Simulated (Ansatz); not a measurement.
Worked example: self-consistent single point of ScPd3 (Fm-3m, 4 atoms in the cell) in Ansatz (a first-principles code)

Level of theory: revPBE, default PAW files made with PBE (plane waves; Ansatz).

This input was run:

Ansatz 0.2 input:
```yaml
# ScPd3
crystal:
  lattice:
    - [0.000000, 3.491518, 3.491518]
    - [3.491518, 0.000000, 3.491518]
    - [3.491518, 3.491518, 0.000000]
  atoms:
    - { symbol: Sc, position_ang: [0.000000, 0.000000, 0.000000] }
    - { symbol: Pd, position_ang: [3.491518, 3.491518, 3.491518] }
    - { symbol: Pd, position_ang: [1.745759, 1.745759, 1.745759] }
    - { symbol: Pd, position_ang: [5.237277, 5.237277, 5.237277] }
basis:
  ecutwfc: 30.9 Ry
kpoints:
  mp_grid: { grid: [7, 7, 7] }
hamiltonian:
  xc: revpbe
  pseudopotentials: { kind: paw }
scf:
  occupations: { method: gaussian, width: 0.02 Ry }
output:
  forces: true
  eigenvalues: true
  stress: true
```

Output, abridged:

```
WARN ansatz: RAYON_NUM_THREADS=1 ignored (pool sized by the plan → 1); use --threads N
Pseudopotentials: kind: paw
Pseudopotential: Sc, paw, valence charge 11
Pseudopotential: Pd, paw, valence charge 18
Crystal: 4 atoms, lattice volume = 85.128 Å³
Basis set: ecut = 420.4159175005146 eV, 1687 PW (Γ), exchange–correlation on 72×72×72 points (8 copies of the dense FFT grid, shifted against one another)
Bands: 39, of which v1, the nominal top of the filled ones, is band 33 counted from 1 (32 counted from 0)
Symmetry: 48 space group operations
Space group: Fm-3m (ITA 225), of the structure as read, at distance tolerance 4.4e-5 Å
k-points: 20 of 343
PAW frozen core: Sc, regenerated for the run's functional, and the local potential with it
PAW frozen core: Pd, regenerated for the run's functional, and the local potential with it
Initial density: superposition of atomic densities (neutral atoms: chi_scale 0, normalization atom), corrected by the library's trained network
Initial wavefunctions: pseudopotential atomic-orbital guess
Eigensolver: davidson
Functional: x = revpbe(κ = 1.245, μ = 0.2195149727645171), c = pbe(β = 0.06672455060314922)
SCF iter   1: F=—  HF=-23075.597656 eV  |F-HF|=—  |Δ(HF+E_count)|=         —  Δρ=8.22e-3  dr2=1.04e-1  ethr=1.77e-3  ⟨swp⟩=4.4  Hψ=2583  notcnv=0
all-band conjugate gradients solve this SCF's bands
preconditioner: auto → Kerker (q_TF=auto, 2.608 Å⁻¹)
SCF iter   2: F=—  HF=-23075.589022 eV  |F-HF|=—  |Δ(HF+E_count)|=   8.63e-3  Δρ=3.55e-3  dr2=2.37e-2  ethr=1.60e-4  ⟨swp⟩=1.0  Hψ=940  notcnv=0
SCF iter   3: F=—  HF=-23075.586733 eV  |F-HF|=—  |Δ(HF+E_count)|=   2.29e-3  Δρ=7.64e-4  dr2=1.25e-3  ethr=3.64e-5  ⟨swp⟩=1.2  Hψ=805  notcnv=0
SCF iter   4: F=—  HF=-23075.586615 eV  |F-HF|=—  |Δ(HF+E_count)|=   1.18e-4  Δρ=1.70e-4  dr2=2.34e-5  ethr=1.92e-6  ⟨swp⟩=2.0  Hψ=964  notcnv=0
SCF iter   5: F=—  HF=-23075.586616 eV  |F-HF|=—  |Δ(HF+E_count)|=   9.01e-7  Δρ=3.27e-5  dr2=1.19e-6  ethr=3.60e-8  ⟨swp⟩=2.0  Hψ=1095  notcnv=0
SCF iter   6: F=-23075.586616 eV  HF=-23075.586616 eV  |F-HF|=2.52e-8  |Δ(HF+E_count)|=   2.66e-7  Δρ=8.13e-6  dr2=6.00e-8  ethr=1.54e-10  ⟨swp⟩=6.2  Hψ=2941  notcnv=0
SCF 1 converged in 6 iterations: F = -23075.586616 eV  dr2 = 6.00e-8
SCF converged after 6 iterations
Free energy (F): -23075.586616 eV
Harris-Foulkes:  -23075.586616 eV  (|F-HF|=2.52e-8)
Internal energy: -23075.507243 eV  (E = F + TS)
E sigma→0 (E₀):  -23075.546930 eV
Entropy (-TS):   -0.079373 eV (-19.843 meV/atom)
Fermi energy:    12.192943 eV
--- Per-component energies (eV) ---
  E_band       = -937.552836
  E_kinetic    = 1791.229427
  E_local      = -7800.053980  (includes V_loc(G=0)·N_el)
  E_nonlocal   = 731.163631
  E_hartree    = 3099.808770
  E_xc         = -605.097739
  E_vxc        = -755.275516  (∫ρ·V_xc dr)
  E_paw        = -12226.032971  (= ΣΔE_a)
  E_vpaw       = -1104.241216  (= ΣTr[D̂ρ^β])
  E_aug_tail   = 0.000591  (compensation charges beyond the density's cutoff)
  E_ewald      = -8066.252637
  E_core_change = -0.272336  (= ΣΔE_core)
  E_smearing   = -0.079373  (= −TS)
  E_closure    = -0.000000  (closes the sum)
  Σ components = -23075.586616   (vs F -23075.586616, Δ=0.00e0)
--- Forces (eV/Å), atoms counted from 1 ---
  atom   1  Sc    -0.00000000     0.00000000    -0.00000000
   [... zero for the other atoms too ...]
  max |Σ_I F_I| component: 1.39e-17 eV/Å
--- Stress (GPa, compression-positive) ---
      -16.635098      -0.000000      -0.000000
       -0.000000     -16.635098       0.000000
        0.000000       0.000000     -16.635098
  P = ⅓ Tr σ = -16.6351 GPa (-166.351 kbar)
  The stress holds the Pulay correction. Without it, at fixed plane waves, as pw.x and ABINIT print it: P = -16.6750 GPa
--- Band table (eV; the first three rows and the last of 20) ---
  k-point 0: bands = ["-71.4738", "-71.4722", "-71.1583", "-38.4471", "-37.2171", "-37.2171", "-37.2171", "-37.2091", "-37.2091", "-37.2091", "-36.8919", "-36.8919", "-36.8919", "-16.9379", "-16.9379", "-16.9379", "6.8169", "8.9418", "8.9418", [...]
  k-point 1: bands = ["-71.4737", "-71.4723", "-71.1583", "-38.4473", "-37.2175", "-37.2168", "-37.2168", "-37.2095", "-37.2095", "-37.2083", "-36.8921", "-36.8918", "-36.8918", "-16.9384", "-16.9379", "-16.9379", "7.0349", "9.0306", "9.0306", [...]
  k-point 2: bands = ["-71.4735", "-71.4725", "-71.1583", "-38.4478", "-37.2169", "-37.2162", "-37.2162", "-37.2105", "-37.2105", "-37.2079", "-36.8925", "-36.8914", "-36.8914", "-16.9395", "-16.9380", "-16.9380", "7.6483", "9.2700", "9.2700", [...]
  k-point 19: bands = ["-71.4730", "-71.4729", "-71.1584", "-38.4486", "-37.2207", "-37.2186", "-37.2156", "-37.2121", "-37.2058", "-37.2050", "-36.8928", "-36.8918", "-36.8903", "-16.9398", "-16.9393", "-16.9382", "8.8975", "9.1128", "9.1509", [...]
```

The run converged in 6 iterations.

The starting cell was generated: these elements placed on a structure prototype, without a prior relaxation; it need not be a known phase or ordering of this composition. Spin polarisation is off. With a pressure of about -17 GPa the cell is away from its equilibrium volume at this level. Ansatz's pressure includes its estimate of the finite-basis (Pulay) stress.
